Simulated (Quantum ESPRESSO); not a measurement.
Input and output of a self-consistent single point for V (Im-3m, 1 atom in the cell) (Quantum ESPRESSO).

Computed with PBEsol, SSSP 1.1.2 precision (PBE) pseudopotentials (plane waves; Quantum ESPRESSO).

```xyz
1
Lattice="1.5088 1.5088 1.5088 -1.5088 1.5088 1.5088 -1.5088 -1.5088 1.5088" Properties=species:S:1:pos:R:3 pbc="T T T"
V      0.0000     0.0000     0.0000
```

Reference input (self-consistent single point, DFT, PBE, plane waves, SSSP 1.1.2 precision (PBE) pseudopotentials): ecutwfc = 65 Ry; ecutrho = 520 Ry; occupations = smearing; smearing = fd; degauss = 0.0073499 Ry; potentials = {V: v_pbe_v1.4.uspp.F.UPF}; K_POINTS = automatic 15 15 15 0 0 0; conv_thr = 1e-09 Ry; mixing_beta = 0.3. This run's input differs from it in these lines:

```diff
@@ -18,2 +18,3 @@
     degauss = 0.0073499
+    input_dft = 'pbesol'
 /
```

Log, with long lists cut:

```
     Self-consistent Calculation

     iteration #  1     ecut=    65.00 Ry     beta= 0.30

     Threshold (ethr) on eigenvalues was too large:
     Diagonalizing with lowered threshold

     negative rho (up, down):  4.888E-04 0.000E+00

     total energy              =    -144.86266558 Ry
     estimated scf accuracy    <       0.10536997 Ry

     iteration #  2     ecut=    65.00 Ry     beta= 0.30

     negative rho (up, down):  5.075E-04 0.000E+00

     total energy              =    -144.87612425 Ry
     estimated scf accuracy    <       0.00337845 Ry

     iteration #  3     ecut=    65.00 Ry     beta= 0.30

     negative rho (up, down):  5.201E-04 0.000E+00

     total energy              =    -144.87678569 Ry
     estimated scf accuracy    <       0.00042082 Ry

   [... 4 blocks of this kind left out ...]

     iteration #  8     ecut=    65.00 Ry     beta= 0.30

     negative rho (up, down):  5.231E-04 0.000E+00

     total energy              =    -144.87681431 Ry
     estimated scf accuracy    <          1.5E-09 Ry

     iteration #  9     ecut=    65.00 Ry     beta= 0.30

     negative rho (up, down):  5.230E-04 0.000E+00
     End of self-consistent calculation

     Number of k-points >= 100: set verbosity='high' to print the bands.

     the Fermi energy is    16.1295 ev

!    total energy              =    -144.87681431 Ry
     estimated scf accuracy    <          9.6E-11 Ry
     smearing contrib. (-TS)   =      -0.00414467 Ry
     internal energy E=F+TS    =    -144.87266964 Ry

     convergence has been achieved in   9 iterations

     negative rho (up, down):  5.230E-04 0.000E+00

     Forces acting on atoms (cartesian axes, Ry/au):

     atom    1 type  1   force =     0.00000000    0.00000000    0.00000000

     Total force =     0.000000     Total SCF correction =     0.000000

     negative rho (up, down):  5.230E-04 0.000E+00
          total   stress  (Ry/bohr**3)                   (kbar)     P=     -102.74
  -0.00069844  -0.00000000   0.00000000         -102.74       -0.00        0.00
  -0.00000000  -0.00069844  -0.00000000           -0.00     -102.74       -0.00
   0.00000000   0.00000000  -0.00069844            0.00        0.00     -102.74

   JOB DONE.
```

The run converged in 9 iterations. Against the reference run the pressure goes from -3.51 to -10.27 GPa.

The starting cell has typed, rounded lattice constants, without a prior relaxation at this level. Its lattice was rescaled by a random factor within 2.5 % of one. Spin polarisation is off. With a pressure of about -10 GPa the cell is away from its equilibrium volume at this level.
